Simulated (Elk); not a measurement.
Elk run on KCl (P1, 2 atoms in the cell): self-consistent single point.

Computed with PBE, all-electron FP-LAPW, Elk's shipped species files, APW+lo basis with extra local orbitals (Elk).

The change in words: lattice scaled by 0.98. Reference geometry:
```
KCl
1.0
    0.00000     3.14187     3.14187
    3.14187     0.00000     3.14187
    3.14187     3.14187     0.00000
K Cl
1 1
Cartesian
 -0.00203  -0.00373  -0.00413
  3.14390   3.14560   3.14600
```

Reference input (self-consistent single point, DFT, PBE, all-electron FP-LAPW, Elk's shipped species files, APW+lo basis with extra local orbitals): xctype = 20; rgkmax = 7.5; stype = 0; swidth = 0.0001 Ha; ngridk = 5 5 5; gmaxvr = 16 1/bohr; nxlo = 2; lorbcnd = true; lmaxi = 2; maxscl = 100. This run's input differs from it in these lines:

```diff
@@ -31,5 +31,5 @@
 avec
-    0.0000000000    5.9372738192    5.9372738192
-    5.9372738192    0.0000000000    5.9372738192
-    5.9372738192    5.9372738192    0.0000000000
+    0.0000000000    5.8185290987    5.8185290987
+    5.8185290987    0.0000000000    5.8185290987
+    5.8185290987    5.8185290987    0.0000000000
```

Output, abridged:

```
│ Self-consistent loop started │
│ Loop number : 1 │
 total energy                :     -1068.50272675
│ Loop number : 2 │
 total energy                :     -1068.44877255
RMS change in Kohn-Sham potential (target) :   0.4005281093     (  0.1000000000E-05)
Absolute change in total energy (target)   :   0.5395419657E-01 (  0.1000000000E-03)
│ Loop number : 3 │
 total energy                :     -1067.53079088
RMS change in Kohn-Sham potential (target) :   0.3220893267     (  0.1000000000E-05)
Absolute change in total energy (target)   :   0.9314702225     (  0.1000000000E-03)
│ Loop number : 4 │
   [... lines left out ...]
Absolute change in total energy (target)   :   0.5363464936E-03 (  0.1000000000E-03)
│ Loop number : 13 │
 total energy                :     -1063.85738143
RMS change in Kohn-Sham potential (target) :   0.1536747037E-06 (  0.1000000000E-05)
Absolute change in total energy (target)   :   0.1600841604E-03 (  0.1000000000E-03)
│ Loop number : 14 │
 total energy                :     -1063.85737905
RMS change in Kohn-Sham potential (target) :   0.4315820557E-07 (  0.1000000000E-05)
Absolute change in total energy (target)   :   0.4241071497E-04 (  0.1000000000E-03)
Convergence targets achieved

│ Loop number : 15 │

Energies :
 Fermi                       :    -0.129447326858E-01
 total energy                :     -1063.85737937

Density of states at Fermi energy :   0.8540162234E-05
 (states/Hartree/unit cell)

Estimated indirect band gap :   0.1986236403
 from k-point      1 to k-point      1
Estimated direct band gap   :   0.1986236403
 at k-point      1

Charges :
 core                        :    20.00000000
 valence                     :    16.00000000
 interstitial                :    2.697119076
 muffin-tins (core leakage)
  species :    1 (K)
   atom    1                 :    17.61052083     (  0.1140922929E-06)
  species :    2 (Cl)
   atom    1                 :    15.69236010     (  0.1541237595E-04)
 total in muffin-tins        :    33.30288092
 total calculated charge     :    36.00419132
 total charge                :    36.00000000
 error                       :   0.4191323218E-02

│ Self-consistent loop stopped │
```

The run converged in 15 iterations. The count includes the last loop, which Elk runs after its targets are met. Against the reference run the total energy goes up by 18.8 meV/atom and the gap on the mesh goes from 5.188 to 5.405 eV.

The starting cell comes from a database of computed structures (which also holds hypothetical and non-ambient phases and stackings), without a prior relaxation at this level. Its atoms were displaced at random from the sites of space group no. 225. For this run, on top of that: lattice scaled by 0.98. Values depend on the basis (sphere radii, cutoffs, local orbitals), which need not be converged.

Cost on one core of a shared machine: roughly 2 min.
